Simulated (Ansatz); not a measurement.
The starting structures come from a database of crystals and need not be the phases stable at ambient conditions.

By PBEsol, the system below comes out a metal.

Without scattering a metal conducts by its projected Fermi surface.

Input:

```yaml
crystal:
  lattice:
    - [4.20335, 0.00000, 0.00000]
    - [0.00167, 7.21435, 0.00000]
    - [-2.10084, 3.60717, 3.60842]
  atoms:
    - { symbol: Be, position: [0.00000, 0.00000, 0.50000] }
    - { symbol: Be, position: [0.50000, 0.50000, 0.50000] }
    - { symbol: Be, position: [0.00000, 0.50000, 0.50000] }
    - { symbol: Be, position: [0.50000, 0.00000, 0.50000] }
    - { symbol: Be, position: [0.99806, 0.64955, 0.00000] }
    - { symbol: Be, position: [0.00194, 0.35045, 0.00000] }
    - { symbol: Be, position: [0.64985, 0.35015, 0.29970] }
    - { symbol: Be, position: [0.35015, 0.64985, 0.70030] }
    - { symbol: Be, position: [0.50059, 0.21188, 0.00000] }
    - { symbol: Be, position: [0.49941, 0.78812, 0.00000] }
    - { symbol: Be, position: [0.70986, 0.79014, 0.41972] }
    - { symbol: Be, position: [0.29014, 0.20986, 0.58028] }
    - { symbol: Mo, position: [0.00000, 0.00000, 0.00000] }
```

Space group of this cell: C2/m. The cell is taken as given; by PBEsol its mean pressure is -2.0 GPa.

The current flows along the normal of the first two printed cell vectors. No spin-orbit coupling; the value is a mean over 0.1 eV about the Fermi level.

Problem. Give the ballistic conductance per area that Ansatz (a program for electronic structure) with PBEsol yields.

Solution. 0.31 × 10¹⁵ S/m² for both spins.
